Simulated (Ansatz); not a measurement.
# C under load (space group P6_3/mmc): band-edge transport data

Input:

```xyz
4
Lattice="2.4793 0.0000 0.0000 -1.2396 2.1471 0.0000 0.0000 0.0000 4.1291" Properties=species:S:1:pos:R:3 pbc="T T T"
C      0.0000     1.4314     0.0016
C      1.2396     0.7157     2.0662
C      0.0000     1.4314     1.5468
C      1.2396     0.7157     3.6113
```

All values below come from PBE, rigid bands (plane waves, PAW, scalar-relativistic; Ansatz, an electronic-structure program). Condition of this run: hydrostatic pressure of 11 GPa (compression positive) (the target of the relaxation). Geometry: cell and atoms relaxed with PBEsol, then loaded as said.

```
Quantity                                                                                                                                                          Result
---------------------------------------------------------------------------------------------------------------------------------------  -------------------------------
band gap                                                                                                                                                         3.20 eV
electron conductivity mass (300 K, dilute)                                                                                               0.47 (x), 0.47 (y), 0.27 (z) mₑ
hole conductivity mass (300 K, dilute)                                                                                                   0.47 (x), 0.47 (y), 0.68 (z) mₑ
effective density of states N_c (300 K)                                                                                                                      1.2e19 cm⁻³
effective density of states N_v (300 K)                                                                                                                      1.9e19 cm⁻³
density-of-states mass, electrons                                                                                                                                0.62 mₑ
density-of-states mass, holes                                                                                                                                    0.84 mₑ
Seebeck coefficient, n-type 1e19 cm⁻³, 300 K                                                                                                                   -239 μV/K
best n-type power factor at 300 K for τ = 10 fs (best axis; densities from 1e16 to 1e21 cm⁻³ tried, whether or not they can be reached)      7.4 μW/(cm·K²) at 3e19 cm⁻³
Seebeck coefficient, p-type 1e19 cm⁻³, 300 K                                                                                                                    275 μV/K
best p-type power factor at 300 K for τ = 10 fs (best axis; densities from 1e16 to 1e21 cm⁻³ tried, whether or not they can be reached)      6.7 μW/(cm·K²) at 1e20 cm⁻³
```

Rigid bands; masses and Seebeck coefficients take one relaxation time τ for all states and one kind of carrier; polarons and phonon drag are left out. Spin-orbit coupling is left out. Geometry: cell and atoms relaxed with PBEsol.
